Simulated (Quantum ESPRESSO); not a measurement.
Quantum ESPRESSO run on TaAs (I4_1md, 4 atoms in the cell): self-consistent single point.

Level of theory: LDA (PZ), PSlibrary PAW (LDA) pseudopotentials (plane waves; Quantum ESPRESSO).

```yaml
crystal:
  lattice:
    - [1.74368, -1.74368, 5.94246]
    - [1.74368, 1.74368, 5.94246]
    - [-1.74368, -1.74368, 5.94246]
  atoms:
    - { symbol: Ta, position: [0.50000, 0.99997, 0.49997] }
    - { symbol: Ta, position: [0.00000, 0.74997, 0.74997] }
    - { symbol: As, position: [0.50000, 0.58263, 0.08263] }
    - { symbol: As, position: [0.00000, 0.33263, 0.33263] }
```

Reference input (self-consistent single point, DFT, PBE, plane waves, PSlibrary PAW (PBE) pseudopotentials): ecutwfc = 50 Ry; ecutrho = 300 Ry; occupations = smearing; smearing = fermi-dirac; degauss = 0.0099958 Ry; potentials = {Ta: Ta.pbe-spn-kjpaw_psl.1.0.0.UPF, As: As.pbe-n-kjpaw_psl.1.0.0.UPF}; K_POINTS = automatic 8 8 8 0 0 0; conv_thr = 1e-11 Ry. This run's input differs from it in these lines:

```diff
@@ -24,4 +24,4 @@
 ATOMIC_SPECIES
-Ta   180.9479  Ta.pbe-spn-kjpaw_psl.1.0.0.UPF
-As    74.9216  As.pbe-n-kjpaw_psl.1.0.0.UPF
+Ta   180.9479  Ta.pz-spn-kjpaw_psl.1.0.0.UPF
+As    74.9216  As.pz-n-kjpaw_psl.1.0.0.UPF
 ATOMIC_POSITIONS {crystal}
```

The program printed (abridged):

```
     Self-consistent Calculation

     iteration #  1     ecut=    50.00 Ry     beta= 0.70

     Threshold (ethr) on eigenvalues was too large:
     Diagonalizing with lowered threshold

     total energy              =   -1757.31369321 Ry
     estimated scf accuracy    <       0.09513752 Ry

     iteration #  2     ecut=    50.00 Ry     beta= 0.70

     total energy              =   -1757.33272608 Ry
     estimated scf accuracy    <       0.06721715 Ry

     iteration #  3     ecut=    50.00 Ry     beta= 0.70

     total energy              =   -1757.34745034 Ry
     estimated scf accuracy    <       0.00051142 Ry

   [... 7 blocks of this kind left out ...]

     iteration # 11     ecut=    50.00 Ry     beta= 0.70

     total energy              =   -1757.34792859 Ry
     estimated scf accuracy    <          3.5E-11 Ry

     iteration # 12     ecut=    50.00 Ry     beta= 0.70
     End of self-consistent calculation

     the Fermi energy is    14.0075 ev

!    total energy              =   -1757.34792859 Ry
     estimated scf accuracy    <          3.2E-12 Ry
     smearing contrib. (-TS)   =      -0.00425328 Ry
     internal energy E=F+TS    =   -1757.34367531 Ry

     convergence has been achieved in  12 iterations

     Forces acting on atoms (cartesian axes, Ry/au):

     atom    1 type  1   force =    -0.00000000    0.00000000   -0.00028579
     atom    2 type  1   force =     0.00000000    0.00000000   -0.00028579
     atom    3 type  2   force =    -0.00000000    0.00000000    0.00028579
     atom    4 type  2   force =     0.00000000    0.00000000    0.00028579

     Total force =     0.000572     Total SCF correction =     0.000000

          total   stress  (Ry/bohr**3)                   (kbar)     P=     -132.96
  -0.00092275   0.00000000  -0.00000000         -135.74        0.00       -0.00
   0.00000000  -0.00092275   0.00000000            0.00     -135.74        0.00
  -0.00000000   0.00000000  -0.00086612           -0.00        0.00     -127.41

   JOB DONE.
```

The run converged in 12 iterations. Against the reference run the pressure goes from -4.46 to -13.30 GPa and the largest force goes from 0.000 to 0.007 eV/Å.

The starting cell comes from a database of computed structures (which also holds hypothetical and non-ambient phases and stackings), without a prior relaxation at this level. Its lattice was rescaled by a random factor within 2.5 % of one. Spin polarisation is off. With a pressure of about -13 GPa the cell is away from its equilibrium volume at this level.

Cost on one core of a shared machine: roughly 3 min.
